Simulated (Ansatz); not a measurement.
A computed series for Mg3Sb2: pressure series

The reference is Mg3Sb2 (space group P-3m1, No. 164; a = 4.5959 Å, c = 7.2716 Å).

Cell and atoms are relaxed at each pressure.

Level of theory: Ansatz (a program for electronic structure) PBE, no spin-orbit coupling.

Candidates:
(a) pressure 60 GPa
(b) pressure −2 GPa
(c) pressure 30 GPa
(d) pressure 1.8 GPa

For the base:

The c/a ratio is 1.582.

### Question
Order them by c/a ratio, highest first.

### Answer
(b) pressure −2 GPa (1.588), (d) pressure 1.8 GPa (1.579), (a) pressure 60 GPa (1.572), (c) pressure 30 GPa (1.567)

Load acts through the strain it causes; cell and atoms are relaxed under it. No phonon test of stability was made. No other phases were tried under pressure. The final runs are not spin-polarised.
